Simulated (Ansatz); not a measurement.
What 3 layers does to BeRh

Base system: BeRh in the CsCl type structure (space group Pm-3m, No. 221; a = 2.753 Å; a cell from a computed database, its experimental status unchecked). Axes: x, y, z lie along the cube axes.

The change: a free-standing slab of 3 layers (6 atoms, 2 a layer) is cut normal to [110], with 15 Å of vacuum and the in-plane cell held at bulk.

Level of theory: Ansatz (a first-principles code), PBEsol, PAW, cutoff 420 eV, no SOC. k-mesh 17×12×1 (Γ-centred); smearing 0.05 eV (Fermi–Dirac), for the changed cell.

The layer's space group (with vacuum) amounts to Pmmm (No. 47) and the band gap stays zero. The excess energy per area of both faces (slab less bulk energy over the cell's area: twice a surface energy) is 5.3 J/m² (uncertain by up to 0.09 J/m²) and the thickness between the outermost nuclei comes out as 3.85 Å.

Final structure:

```yaml
crystal:
  lattice:
    - [2.75288, 0.00000, 0.00000]
    - [0.00000, 3.89315, 0.00000]
    - [0.00000, 0.00000, 18.89315]
  atoms:
    - { symbol: Be, position: [0.00000, 0.25000, 0.40146] }
    - { symbol: Rh, position: [0.50000, 0.75000, 0.39824] }
    - { symbol: Be, position: [0.00000, 0.75000, 0.50000] }
    - { symbol: Rh, position: [0.50000, 0.25000, 0.50000] }
    - { symbol: Be, position: [0.00000, 0.25000, 0.59854] }
    - { symbol: Rh, position: [0.50000, 0.75000, 0.60176] }
```

The excess energy carries the mismatch between the slab's and the bulk's meshes. Whether these cells are dynamically stable was not tested. The final runs are not spin-polarised. BeRh has a high density of states at the Fermi level and may be magnetic at this level.
